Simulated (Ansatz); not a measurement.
Base system: MgO (space group R-3m, No. 166; a = 2.9678 Å, c = 59.3760 Å (hexagonal axes); a cell from a computed database, its experimental status unchecked). Axes: x lies along a and z along c of the hexagonal cell.

Method: PBEsol/PAW in Ansatz (an electronic-structure program), no spin-orbit coupling.

Before the change:

| Property | Value |
|---|---|
| Electron mass | 0.56 mₑ along c, 0.34 mₑ across (at Γ) |
| Smallest direct gap | 4.02 eV |

Now apply this change: tensile biaxial strain of 0.27 % in the plane normal to [001], as in epitaxy on a mismatched substrate; the out-of-plane cell vector and the atoms relax.

Question: Estimate the effect on the electron mass and smallest direct gap.

Answer: The electron mass becomes 0.56 mₑ out of plane, 0.33 mₑ in plane (at Γ) (base: 0.56 mₑ along c, 0.34 mₑ across (at Γ)); the smallest direct gap shrinks by 0.06 eV (4.02 eV → 3.96 eV).

Effective masses come from finite differences of ±0.01 Å⁻¹. Whether these cells are dynamically stable was not tested. This is not the structure that MgO has at room temperature and ambient pressure.
